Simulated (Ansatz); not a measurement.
The starting structures come from a database of crystals and need not be the phases stable at ambient conditions.

Consider the following.

```
CELL_PARAMETERS angstrom
      5.15703     0.00000     0.00000
      0.00000     7.59195     0.00000
      0.00000     0.00000     4.54822
ATOMIC_POSITIONS crystal
  Se 0.50000 0.00028 0.74312
  Se 0.50000 0.50028 0.25688
  Se 0.00000 0.37531 0.88184
  Se 0.00000 0.87531 0.11816
  O  0.00000 0.67391 0.25236
  O  0.00000 0.17391 0.74764
  O  0.74878 0.33806 0.15754
  O  0.25122 0.83806 0.84246
  O  0.25122 0.33806 0.15754
  O  0.74878 0.83806 0.84246
  O  0.50000 0.46417 0.61193
  O  0.50000 0.96417 0.38807
```

Space group of this cell: Pmc2_1. The cell was relaxed by PBE-D3(BJ); by r2SCAN its mean pressure is -3.5 GPa.

Transport runs along the normal of the first two printed cell vectors.

The gap is the functional's own, uncorrected, and κ follows it; spin-orbit coupling is left out. Mid-gap values are interpolated between the computed energies.

**Question.** Estimate the band gap and the smallest decay constant κ at mid-gap that r2SCAN in Ansatz (an electronic-structure program) returns for this system.

**Answer.** Gap 3.92 eV on a 6×4×8 mesh; κ = 0.500 1/Å, at (0.000, 0.500) of the in-plane reciprocal vectors. At the zone centre, at the nearest computed energy, the slowest state has κ = 0.51 1/Å.
